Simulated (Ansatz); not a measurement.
Amorphous Si$_{30}$N$_{36}$C$_{3}$, 69 atoms at 2.98 g/cm³, one PBE-relaxed geometry, zone centre. Methods: PBE, scalar-relativistic without spin-orbit coupling (Ansatz, a quantum-chemistry and plane-wave program); r2SCAN, scalar-relativistic without spin-orbit coupling (Ansatz); HSE06, scalar-relativistic without spin-orbit coupling (Ansatz). Plane waves to 420 eV (r2SCAN 500 eV); exact exchange is cut at the cell's faces. The higher rungs were started with moments on some atoms, which died out.

The cell was made by melting and quenching with the CHGNet potential and then relaxed with DFT. N atoms were pushed apart under 1.9 Å during the dynamics, to hinder bonds among them. The hot cell started wider than the set density and was brought back towards it in steps. It is the lowest in DFT energy of 2 quenches. It is a model cell: composition and starting density were chosen by hand, and all elements were melted together. No dispersion term was used. Its density started from a set value of 2.98 and ended at 2.98 g/cm³. Cooling (nominally 380 K/ps over its main leg) ran many orders faster than in experiment, which tends to leave more defects and strain. Values belong to this one cell and scatter from quench to quench. The volume was held where the preparation left it, at a PBE pressure of 3.3 GPa. Stress components on the final sampling reach 5.4 GPa. On a 2×2×2 Γ-centred mesh force components of up to 0.20 eV/Å stay, since the relaxation ran on the zone centre alone.

The relaxation ran on the zone centre alone. At PBE the gap is 1.51 eV on a 2×2×2 Γ-centred mesh, and the spacing at the zone centre alone 1.69 eV.

### Question
What zone-centre spacing does r2SCAN give, roughly?

### Answer
1.97 eV (+0.28 eV against PBE).

### Question
What zone-centre spacing does HSE06 give, roughly?

### Answer
2.60 eV (+0.91 eV against PBE).

The highest filled and the lowest empty state spread over these numbers of atoms (participation numbers): PBE: 17.0 and 11.8; r2SCAN: 15.7 and 11.4; HSE06: 6.7 and 11.1.
